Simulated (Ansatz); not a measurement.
Spinel Na₂WO₄: band gap by level of theory

No measured value is used here.

```json
[
 {"level (code)": "LDA (Ansatz)", "value (eV)": "5.11", "cell (Å³/atom)": "12.72"},
 {"level (code)": "PBEsol (Ansatz)", "value (eV)": "4.98", "cell (Å³/atom)": "13.50"},
 {"level (code)": "r²SCAN (Ansatz)", "value (eV)": "5.71", "cell (Å³/atom)": "13.41"},
 {"level (code)": "r²SCAN-D4 (Ansatz)", "value (eV)": "5.72", "cell (Å³/atom)": "13.26"},
 {"level (code)": "r²SCAN+rVV10 (Ansatz)", "value (eV)": "5.72", "cell (Å³/atom)": "13.17"}
]
```

Computed values are for a static lattice. Levels without +SOC have no spin–orbit coupling; where heavier elements are present it shifts gaps, mostly down, and can invert bands.  LDA, PBEsol, r²SCAN, r²SCAN-D4, r²SCAN+rVV10: the gap is read on the k mesh or supercell of the run alone and can be too large. Each level is taken at its own relaxed cell. Ansatz's density-functional and Hartree–Fock values are scalar-relativistic unless marked +SOC, with PAW data made under PBE.

Ansatz is a quantum-chemistry and plane-wave program.
